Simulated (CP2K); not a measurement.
CP2K run on P (P1, 4 atoms in the cell): self-consistent single point.

Method of the run: PBE, GPW, DZVP-MOLOPT-SR-GTH basis, GTH-PBE potentials (GTH_POTENTIALS) (CP2K).

The change in words: lattice scaled by 0.98. Reference geometry:
```
CELL_PARAMETERS angstrom
      5.49515     0.00000     0.00000
     -4.49826     3.15631     0.00000
      0.00000     0.00000     4.38000
ATOMIC_POSITIONS crystal
  P  0.09899 0.89867 0.91784
  P  0.39616 0.60133 0.41118
  P  0.59473 0.38986 0.58512
  P  0.91013 0.11014 0.08587
```

Reference input (self-consistent single point, DFT PBE, GPW, DZVP-MOLOPT-SR-GTH basis, GTH-PBE potentials (GTH_POTENTIALS)): CUTOFF = 400 Ry; REL_CUTOFF = 60 Ry; SMEAR/METHOD = FERMI_DIRAC; ELECTRONIC_TEMPERATURE = 232.09 K; KPOINTS/SCHEME = MONKHORST-PACK 5 5 4; GAMMA_CENTERED = T; XC_FUNCTIONAL = PBE; P/BASIS_SET = DZVP-MOLOPT-SR-GTH; P/POTENTIAL = GTH-PBE-q5; METHOD = GPW; EPS_DEFAULT = 1e-10; NGRIDS = 4. This run's input differs from it in these lines:

```diff
@@ -63,4 +63,4 @@
     &CELL
-      ABC 5.49514600 5.49514584 4.38000000
-      ALPHA_BETA_GAMMA 90.00000000 90.00000000 144.94363342
+      ABC 5.38524300 5.38524237 4.29240000
+      ALPHA_BETA_GAMMA 90.00000000 90.00000000 144.94362590
       PERIODIC XYZ
```

The program printed (abridged):

```
 SCF WAVEFUNCTION OPTIMIZATION

  Step     Update method      Time    Convergence         Total energy    Change
     1 NoMix/Diag. 0.30E+00      -     0.52903349       -26.7867561223 -2.68E+01
     2 Broy./Diag. 0.30E+00      -     0.01230445       -26.2037003938  5.83E-01
     3 Broy./Diag. 0.30E+00      -     0.02333810       -26.3056570207 -1.02E-01
     4 Broy./Diag. 0.30E+00      -     0.00197376       -26.3678424265 -6.22E-02
     5 Broy./Diag. 0.30E+00      -     0.00090244       -26.3560469178  1.18E-02
     6 Broy./Diag. 0.30E+00      -     0.00062742       -26.3483608234  7.69E-03
   [... 3 lines left out ...]
    10 Broy./Diag. 0.30E+00      -     0.00000162       -26.3461346936 -5.46E-05
    11 Broy./Diag. 0.30E+00      -     0.00000069       -26.3461463898 -1.17E-05
    12 Broy./Diag. 0.30E+00      -     0.00000020       -26.3461472104 -8.21E-07
    13 Broy./Diag. 0.30E+00      -     0.00000004       -26.3461472941 -8.37E-08
  *** SCF run converged in    13 steps ***

  Overlap energy of the core charge distribution:               0.00000000076664
  Self energy of the core charge distribution:                -65.60343994741353
  Core Hamiltonian energy:                                     14.48744516765691
  Hartree energy:                                              31.60438723404077
  Exchange-correlation energy:                                 -6.83453681613607
  Electronic entropic energy:                                  -0.00000293302875
  Fermi energy:                                                 0.27220453372498

  Total energy:                                               -26.34614729411178
  Total energy (extrapolated to T->0):                        -26.34614582759741

                     Mulliken Population Analysis

   [... lines left out ...]

 STRESS| Analytical stress tensor [bar]
 STRESS|                        x                   y                   z
 STRESS|      x        8.10431897423E+04   1.97459117022E+04  -3.02977724581E+03
 STRESS|      y        1.97459117022E+04   1.18081175221E+05   8.52719945508E+03
 STRESS|      z       -3.02977724581E+03   8.52719945508E+03   1.03025273087E+05
 STRESS| 1/3 Trace                                             1.00716546017E+05
```

The run converged in 13 iterations. Against the reference run the free energy goes up by 48.2 meV/atom, the pressure goes from 4.08 to 10.07 GPa, the largest force goes from 0.999 to 1.492 eV/Å and the gap on the mesh goes from 0.185 to 0.200 eV.

The starting cell has typed, rounded lattice constants, without a prior relaxation at this level. Its atoms were displaced at random from the sites of space group no. 64. For this run, on top of that: lattice scaled by 0.98. Values carry the incompleteness of an atom-centred basis. With a pressure of about 10 GPa the cell is away from its equilibrium volume at this level. Forces in this geometry exceed 1 eV/Å.

Cost on one core of a shared machine: roughly 30 s.
